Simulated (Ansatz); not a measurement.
**How far PBE and r2SCAN part for hypothetical zinc blende LuP, pressure 60 GPa**

The parent structure is LuP in the zinc blende structure (space group F-43m, No. 216; a = 6.161 Å; a hypothetical phase, not in the database extracts checked).

(Cell as relaxed with PBE.)

Levels (all Ansatz, a quantum-chemistry and plane-wave program, PAW): PBE (420 eV, scalar-relativistic without spin-orbit coupling); r2SCAN (500 eV, spin-orbit coupling left out).

Each level relaxes its own structure.

```csv
base,PBE,r2SCAN
volume per atom,29.23 Å³,28.89 Å³
lattice parameter a,6.161 Å,6.137 Å
band gap,1.69 eV,1.98 eV
```

One thing is altered: cell and atoms relaxed at a pressure of 60 GPa.

```csv
quantity,PBE,r2SCAN
volume per atom,18.50 Å³,18.56 Å³
shift of the gap caused by the change,-1.22 eV,-1.20 eV
```

PBE's volume per atom lies 0.06 Å³ below r2SCAN's (0.3 %); PBE's shift of the gap caused by the change lies 0.02 eV below r2SCAN's. Neither level is exact; r2SCAN is the comparison here, not a measurement.

Load acts through the strain it causes; cell and atoms are relaxed under it. Whether these cells are dynamically stable was not tested. Competing high-pressure phases were not computed.
